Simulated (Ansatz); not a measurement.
## A computed series for MgS: pressure series

Take MgS in the rock salt structure (space group Fm-3m, No. 225) as the base.

```
MgS
1.0
    0.00000     2.59098     2.59098
    2.59098     0.00000     2.59098
    2.59098     2.59098     0.00000
S Mg
1 1
Direct
  0.00000   0.00000   0.00000
  0.50000   0.50000   0.50000
```

Cell and atoms are relaxed at each pressure.

Levels (all Ansatz, a first-principles code, PAW): PBEsol (420 eV, no spin-orbit coupling); r2SCAN (500 eV, no SOC); HSE06 (420 eV, no SOC).

Band gaps by level, all at the geometries relaxed with PBEsol:

```csv
case,PBEsol,r2SCAN,HSE06
base,2.73 eV,3.49 eV,3.83 eV
pressure −2 GPa,2.67 eV,3.43 eV,3.77 eV
pressure 0.3 GPa,2.73 eV,3.50 eV,3.84 eV
pressure 1.5 GPa,2.76 eV,3.53 eV,3.88 eV
pressure 3 GPa,2.80 eV,3.56 eV,3.92 eV
pressure 5 GPa,2.84 eV,3.61 eV,3.97 eV
pressure 7.5 GPa,2.88 eV,3.65 eV,4.02 eV
pressure 10 GPa,2.92 eV,3.70 eV,4.07 eV
```

Single points use the geometry relaxed with PBEsol. The hybrid gap comes from the SCF mesh plus the semilocal run's edge points and a few special points and is an upper bound. Load acts through the strain it causes; cell and atoms are relaxed under it. Stability against distortions was not tested. No other phases were tried under pressure.
